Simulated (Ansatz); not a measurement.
Results of PBEsol (Ansatz, a quantum-chemistry and plane-wave program, plane waves, PAW) for C (model structure, started from the Si type, R-3, No. 148, 8 atoms in the cell).

Numerical settings: plane-wave cutoff 520 eV, 10×10×10 k mesh, Fermi–Dirac smearing 0.01 eV, scalar-relativistic PAW data made under PBE.

Computed at the level's own relaxed cell.

```xyz
8
Lattice="3.1592 1.8240 1.2821 -3.1592 1.8240 1.2821 0.0000 -3.6479 1.2821" Properties=species:S:1:pos:R:3 pbc="T T T"
C     -2.1837    -0.5638     1.5278
C      2.1837     0.5638     2.3184
C      1.5802    -1.6093     1.5278
C     -1.5802     1.6093     2.3184
C      0.6036     2.1731     1.5278
C     -0.6036    -2.1731     2.3184
C      0.0000     0.0000     2.6928
C      0.0000     0.0000     1.1534
```

List the 22 lowest band energies at Γ above −25 eV (eV, relative to the valence band maximum), grouping those that round alike.

At Γ: -21.54, -12.05 (×2), -10.92, -10.80 (×2), -10.51, -9.49, -7.82 (×2), -7.05, -6.31 (×2), -1.88 (×2), -1.87, 6.43, 7.68 (×2), 9.38 (×2), 10.05.

Note: the relaxation could raise the start's symmetry but not lower it, so the cell can be a saddle point.

A model structure was made by putting elements into a prototype or built by hand; it is no filed structure, need not be a known phase, and can be a saddle point held by its symmetry.
